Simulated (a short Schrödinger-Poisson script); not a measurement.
System: symmetric double-gate stack, SiO2 on p-type GaN, at 300 K.

| layer | material | thickness (nm) | Na (cm⁻³) |
|---|---|---|---|
| 1 | SiO2 | 2.3 | - |
| 2 | GaN | 4 | 9e16 |
| 3 | SiO2 | 2.3 | - |

The device is made up for the run: typed textbook-type constants, with dimensions and the other settings drawn at random. SiO2: permittivity 3.9, conduction-band edge (eV) 3.2, gap (eV) 9, electron mass (mₑ) 0.5. GaN: permittivity 9.5, conduction-band edge (eV) 0, gap (eV) 3.43, Nv at 300 K (cm⁻³) 4.6e19.

Channel valleys (confinement mass, in-plane density-of-states mass, number): Γ 0.2, 0.2, 1. At the gates, both at one voltage, the conduction-band edge of layer 1 lies 3.41 eV − eVg above the Fermi level of the channel. Gaps are held at their typed values at every temperature. Mesh 0.03 nm at interfaces.

From a short Schrödinger-Poisson script (our own, NumPy): 1D Poisson equation in equilibrium, electrons quantum, Hartree (BenDaniel-Duke, 12 states a valley, the channel's in-plane mass for all, wave functions free to enter the dielectric), parabolic valleys, classical holes, full ionisation, no traps, pinning or gate leakage.

The same stack at other levels of the model or other numerical settings:

```tsv
run	sheet density of all electrons at Vg = 1.7 V (cm⁻²)	sheet density of all electrons at Vg = 0.5 V (cm⁻²)	capacitance of both gates at Vg = 1.7 V (μF/cm²)	rough cost against the base
base	1.92e13	2.84e12	2.36	about 1
electrons treated as classical, Boltzmann	2.51e13	4.25e12	2.89	0.08
electrons treated as classical, Fermi-Dirac	2.10e13	3.64e12	2.39	0.2
electrons treated as quantum, Hartree plus LDA exchange-correlation	2.01e13	3.30e12	2.41	2
mesh six times as coarse	1.91e13	2.79e12	2.34	0.3
one subband a valley	1.89e13	2.84e12	2.17	0.4
```

The classical rows ignore confinement, and Boltzmann statistics overrate the density once the band edge passes the Fermi level.

In real p-type GaN the Mg acceptor is only partly ionised, and so wide a gap doesn't supply an inversion layer without source and drain.
